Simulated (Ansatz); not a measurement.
K₂PtBr₆ (Fm-3m), Ansatz (an electronic-structure program) with PBEsol, rigid bands: N_c = 2.11e19 cm⁻³ at 300 K and an electron conductivity mass of 0.446 mₑ.

Problem. For 1e16 electrons per cm³ at 300 K, place the Fermi level, estimate the Seebeck coefficient of a parabolic band with constant τ, and give mobility and conductivity for τ = 50 fs.

Solution. The level lies k_BT ln(N_c/n) = 0.198 eV below the conduction-band minimum. S ≈ −(k_B/e)[ln(N_c/n) + 5/2] = -875 μV/K, against -874 μV/K from the full bands (mean over directions). μ = eτ/m = 197 cm²/(V·s) and σ = neμ = 0.316 S/cm. τ is assumed, not computed.

Band transport and this doping are assumed; polarons and phonon drag are left out. Spin-orbit coupling is left out; with 5d elements it also splits d-like band edges.

Formula and space group known from diffraction (Crystallography Open Database), not checked to be the room-temperature form: K2PtBr6 (Fm-3m).
